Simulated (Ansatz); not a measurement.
Take TlCl in the CsCl type structure (space group Pm-3m, No. 221; a = 3.769 Å) as the base.

Level of theory: plane-wave PAW DFT at the PBEsol level (Ansatz, a program for electronic structure, 420 eV), spin-orbit coupling left out.

One change was made to it. Results:

```csv
quantity,base,after
band gap,1.79 eV,zero
shortest interatomic distance,6.169 bohr,5.435 bohr
```

Question: What was done to the base?
A. pressure 9 GPa
B. pressure −1 GPa
C. pressure 0.9 GPa
D. pressure −2 GPa
E. pressure 30 GPa

Answer: E, pressure 30 GPa. For comparison, the band gap in the other runs: pressure 0.9 GPa gives 1.71 eV; pressure −1 GPa gives 1.89 eV; pressure −2 GPa gives 2.01 eV; pressure 9 GPa gives 1.18 eV.

A case with no gap was solved on a k-mesh chosen for an insulator, which is coarse for it. Spin-orbit coupling, missing from the scalar runs, can matter with Tl. Load acts through the strain it causes; cell and atoms are relaxed under it. No phonon test of stability was made. Competing high-pressure phases were not computed. The final runs are not spin-polarised. The zero or small gap of TlCl under pressure 30 GPa can change with the level of theory.
